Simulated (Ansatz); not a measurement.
## GaSb: element substitutions

The parent structure is GaSb in the zinc blende structure (space group F-43m, No. 216; a = 6.1335 Å).

Each row replaces one element on all its sites; cell and atoms are relaxed.

Computed with DFT with r2SCAN, PAW potentials and a 500 eV plane-wave cutoff in Ansatz (a first-principles code), no spin-orbit coupling, earlier PAW set.

```
change   lattice parameter a  band gap
-------  -------------------  --------
base             11.591 bohr   0.41 eV
Sb → As          10.706 bohr   0.97 eV
Sb → Mo          10.704 bohr      zero
Ga → Zn          11.425 bohr      zero
```

Spin-orbit coupling, missing from the scalar runs, can matter with Sb. Whether these cells are dynamically stable was not tested. As relaxed here, GaMo and ZnSb are hypothetical phases, not in the database extracts checked. All final runs are without spin polarisation. An odd electron count without spin: GaMo and ZnSb. GaMo has a high density of states at the Fermi level and may be magnetic at this level.
